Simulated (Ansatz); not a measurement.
## A constructed model of the (100) surface of fcc Ag, a layer of Co in place of the second plane (bottom of the slab: a bare face, its two planes held)

All values below come from PBE (plane waves to 420 eV, PAW; Ansatz, a program for electronic structure).

Model: 6-atom slab, 10.1 Å thick at the start (thin: gaps and levels are the slab's own), 13x13x1 mesh, Fermi-Dirac 0.1 eV, dipole correction, 2 atoms held, the rest relaxed; symmetry of the start imposed; spin-polarised, ending with about 1.7 μB a cell; orders that need a larger cell were not tried, no spin-orbit, no U. It is one candidate, not shown to be the stable structure of the face.

```json
{
  "work_function_of_the_top_face": "4.29 eV",
  "energy_released_by_relaxation": "0.14 eV",
  "magnetic_moment_of_the_cell": "1.74 μB",
  "cost": "roughly 2.7 core-minutes"
}
```
